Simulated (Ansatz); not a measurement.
Where the default PAW files enter, the runs use the earlier of Ansatz's two default sets.

## Evanescent states of CdS (F-43m, zinc blende, 2 atoms a cell, 25.5 Å³ an atom) along the normal of (110)

These are r2SCAN (plane waves, PAW; Ansatz, a quantum-chemistry and plane-wave program) values and carry that method's errors.

No gap correction and no spin-orbit coupling; mid-gap is the computed energy nearest the middle.

Energies count from the valence-band top; κ is the least over a 8×6 mesh across the current.

```csv
E (eV),κ (1/Å),where
0.04,0.040,Γ
0.14,0.068,Γ
0.23,0.085,Γ
0.32,0.097,Γ
0.41,…,Γ
0.49,…,Γ
0.58,…,Γ
0.68,…,Γ
0.77,…,Γ
0.85,…,Γ
0.94,…,Γ
1.03,…,Γ
1.12,…,Γ
1.22,0.098,Γ
1.30,0.086,Γ
1.40,0.069,Γ
1.49,0.041,Γ
```

Fill in the missing entries.


- 0.41, κ (1/Å): 0.106
- 0.49, κ (1/Å): 0.112
- 0.58, κ (1/Å): 0.117
- 0.68, κ (1/Å): 0.119
- 0.77, κ (1/Å): 0.120
- 0.85, κ (1/Å): 0.120
- 0.94, κ (1/Å): 0.117
- 1.03, κ (1/Å): 0.113
- 1.12, κ (1/Å): 0.107
